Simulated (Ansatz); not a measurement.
Levels about the gap of amorphous In9Ga9Zn9O38Sn (66 atoms in a cell of 836 Å³, 5.91 g/cm³; zone centre alone, so wide bands show as single levels with stretches between that a denser mesh fills), at the geometry that PBE relaxed, where it gives 0.8 GPa on a denser mesh. The participation number counts the atoms over which a state spreads; weights are charges in smoothed Voronoi cells. The levels come from a single point, so bond lengths are those of that geometry. Method of the levels: PBE, scalar-relativistic without spin-orbit coupling (Ansatz, a program for electronic structure). Sampling: the zone centre alone; Fermi-Dirac width 0.02 eV; no spin polarisation. At PBE the levels at the filled edge of the gap are localised (band-tail or defect states).

The cell was made by melting and quenching with the CHGNet potential and then relaxed with DFT. O atoms were pushed apart under 1.9 Å during the dynamics, to hinder bonds among them. The hot cell started wider than the set density and was brought back towards it in steps. It is the lowest in DFT energy of 2 quenches. It is a model cell: composition and starting density were chosen by hand, and all elements were melted together. No dispersion term was used. Its density started from a set value of 5.91 and ended at 5.91 g/cm³. The simulated quench (nominally 260 K/ps over its main leg) is rapid and tends to freeze in more defects than a deposited or slowly cooled glass has. A cell of this size samples the disorder only roughly. The volume was held where the preparation left it, at a PBE pressure of 0.8 GPa. Stress components on the final sampling reach 1.5 GPa.

```json
[
 {"E - E(highest filled), eV": "-0.36", "filling": "filled", "participation number": "13.5", "largest on": "O, 3 neighbours", "weight O": "0.89", "weight In": "0.03", "weight Zn": "0.06", "weight Sn": "0.00"},
 {"E - E(highest filled), eV": "-0.32", "filling": "filled", "participation number": "16.1", "largest on": "O, 3 neighbours", "weight O": "0.87", "weight In": "0.02", "weight Zn": "0.09", "weight Sn": "0.00"},
 {"E - E(highest filled), eV": "-0.28", "filling": "filled", "participation number": "17.4", "largest on": "O, 3 neighbours", "weight O": "0.90", "weight In": "0.02", "weight Zn": "0.06", "weight Sn": "0.00"},
 {"E - E(highest filled), eV": "-0.24", "filling": "filled", "participation number": "16.3", "largest on": "O, 3 neighbours", "weight O": "0.87", "weight In": "0.02", "weight Zn": "0.09", "weight Sn": "0.00"},
 {"E - E(highest filled), eV": "-0.18", "filling": "filled", "participation number": "16.2", "largest on": "O, 3 neighbours", "weight O": "0.86", "weight In": "0.02", "weight Zn": "0.11", "weight Sn": "0.00"},
 {"E - E(highest filled), eV": "-0.13", "filling": "filled", "participation number": "12.4", "largest on": "O, 3 neighbours", "weight O": "0.86", "weight In": "0.02", "weight Zn": "0.11", "weight Sn": "0.00"},
 {"E - E(highest filled), eV": "0.00", "filling": "filled", "participation number": "10.3", "largest on": "O, 3 neighbours", "weight O": "0.82", "weight In": "0.01", "weight Zn": "0.16", "weight Sn": "0.00"},
 {"E - E(highest filled), eV": "0.66", "filling": "empty", "participation number": "60.1", "largest on": "In, 5 neighbours", "weight O": "0.51", "weight In": "0.21", "weight Zn": "0.13", "weight Sn": "0.03"},
 {"E - E(highest filled), eV": "3.19", "filling": "empty", "participation number": "20.2", "largest on": "In, 5 neighbours", "weight O": "0.55", "weight In": "0.27", "weight Zn": "0.05", "weight Sn": "0.03"},
 {"E - E(highest filled), eV": "3.49", "filling": "empty", "participation number": "20.4", "largest on": "Sn, 6 neighbours", "weight O": "0.60", "weight In": "0.15", "weight Zn": "0.05", "weight Sn": "0.16"},
 {"E - E(highest filled), eV": "3.72", "filling": "empty", "participation number": "29.6", "largest on": "In, 5 neighbours", "weight O": "0.54", "weight In": "0.31", "weight Zn": "0.06", "weight Sn": "0.01"},
 {"E - E(highest filled), eV": "3.73", "filling": "empty", "participation number": "41.7", "largest on": "In, 4 neighbours", "weight O": "0.59", "weight In": "0.22", "weight Zn": "0.06", "weight Sn": "0.03"},
 {"E - E(highest filled), eV": "3.93", "filling": "empty", "participation number": "45.4", "largest on": "In, 6 neighbours", "weight O": "0.59", "weight In": "0.20", "weight Zn": "0.10", "weight Sn": "0.00"},
 {"E - E(highest filled), eV": "3.97", "filling": "empty", "participation number": "40.6", "largest on": "In, 5 neighbours", "weight O": "0.58", "weight In": "0.15", "weight Zn": "0.15", "weight Sn": "0.01"}
]
```

Most localised among these is the filled level at +0.00 eV, on a O atom, which has 3 neighbours (Zn 2.05 Å, In 2.10 Å, In 2.17 Å).
